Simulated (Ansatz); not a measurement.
We consider Pt (model structure, started from the diamond type, Fd-3m, No. 227, 2 atoms in the cell), described by PBEsol in Ansatz (PAW).

Run with plane-wave cutoff 520 eV, 18×18×18 k mesh, Fermi–Dirac smearing 0.05 eV, scalar-relativistic PAW data made under PBE.

Cell (relaxed at this level):

```xyz
2
Lattice="0.0000 2.8440 2.8440 2.8440 0.0000 2.8440 2.8440 2.8440 0.0000" Properties=species:S:1:pos:R:3 pbc="T T T"
Pt     1.4220     1.4220     1.4220
Pt     0.0000     0.0000     0.0000
```

Q: What does this level give for the bulk modulus?

A: 
bulk modulus: 136 GPa

The run finds no gap.

Note: the bulk modulus is −V dP/dV from two relaxed cells at ±2 % in volume; the relaxation could raise the start's symmetry but not lower it, so the cell can be a saddle point.

Spin–orbit coupling is not included.

Static lattice: no zero-point or thermal effects.

It cost roughly 70 core-seconds of CPU time.

A model structure was made by putting elements into a prototype or built by hand; it is no filed structure, need not be a known phase, and can be a saddle point held by its symmetry.

Ansatz is a first-principles code.
